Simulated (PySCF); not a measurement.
A self-consistent single point of Al (Fm-3m, 1 atom in the cell) with PySCF.

Method: PBE, Gaussian basis gth-dzvp-molopt-sr, GTH pseudopotentials gth-pbe, FFT density fitting with multigrid (PySCF).

The change in words: lattice scaled by 0.98. Reference geometry:
```yaml
crystal:
  lattice:
    - [0.00000, 2.00272, 2.00272]
    - [2.00272, 0.00000, 2.00272]
    - [2.00272, 2.00272, 0.00000]
  atoms:
    - { symbol: Al, position: [0.00000, 0.00000, 0.00000] }
```

Reference input (self-consistent single point, DFT PBE, Gaussian basis gth-dzvp-molopt-sr, GTH pseudopotentials gth-pbe, FFT density fitting with multigrid): cell.basis = gth-dzvp-molopt-sr; cell.pseudo = gth-pbe; cell.ke_cutoff = 50 Ha; make_kpts mesh = 14 14 14; mf.xc = PBE; smearing.sigma = 0.00367493 Ha; smearing.method = fermi; cell.precision = 1e-06; solver class = KRKS; density fitting = multigrid_numint; mf.conv_tol = 1e-08 Ha; mf.max_cycle = 80. This run's input differs from it in these lines:

```diff
@@ -4,5 +4,5 @@
 cell = gto.Cell()
-cell.a = np.array([[0, 3.78460175, 3.78460175],
-              [3.78460175, 0, 3.78460175],
-              [3.78460175, 3.78460175, 0]])
+cell.a = np.array([[0, 3.70890877, 3.70890877],
+              [3.70890877, 0, 3.70890877],
+              [3.70890877, 3.70890877, 0]])
 cell.atom = '''
```

The program printed (abridged):

```
init E= -2.10823005472524
    sigma = 0.00367493  Optimized mu = 0.327334792795  entropy = 0.131716129142
nelec by numeric integration = 2.9999999999999774
    Total E(T) = -2.07001209357194  Free energy = -2.07049614112641  E0 = -2.07025411734918
cycle= 1 E= -2.07001209357194  delta_E= 0.0382  |g|= 0.406  |ddm|=  102
    sigma = 0.00367493  Optimized mu = 0.327215007394  entropy = 0.132676430025
nelec by numeric integration = 2.999999999999975
    Total E(T) = -2.0700181660194  Free energy = -2.07050574261239  E0 = -2.0702619543159
cycle= 2 E= -2.0700181660194  delta_E= -6.07e-06  |g|= 0.205  |ddm|= 1.75
   [... lines left out ...]
cycle= 6 E= -2.07001794129451  delta_E= -2.08e-08  |g|= 2.54e-05  |ddm|= 0.00798
    sigma = 0.00367493  Optimized mu = 0.327099278938  entropy = 0.133580882581
nelec by numeric integration = 2.999999999999977
    Total E(T) = -2.07001794059814  Free energy = -2.07050884099097  E0 = -2.07026339079456
cycle= 7 E= -2.07001794059814  delta_E= 6.96e-10  |g|= 4.48e-07  |ddm|= 0.00031
    sigma = 0.00367493  Optimized mu = 0.327099279293  entropy = 0.133580879496
nelec by numeric integration = 2.9999999999999774
    Total E(T) = -2.07001794060949  Free energy = -2.07050884099098  E0 = -2.07026339080024
Extra cycle  E= -2.07001794060949  delta_E= -1.14e-11  |g|= 1.44e-08  |ddm|= 4.35e-06
converged SCF energy = -2.07001794060949
electrons per cell = 3.000000
highest filled level = 0.326988 Ha, lowest empty level = 0.327561 Ha
```

The run converged in 7 iterations. Against the reference run the free energy goes up by 25.4 meV/atom.

The starting cell has typed, rounded lattice constants, without a prior relaxation at this level. Its lattice was rescaled by a random factor within 2.5 % of one. For this run, on top of that: lattice scaled by 0.98. Values carry the incompleteness of an atom-centred basis.

Cost on one core of a shared machine: roughly 7 min.
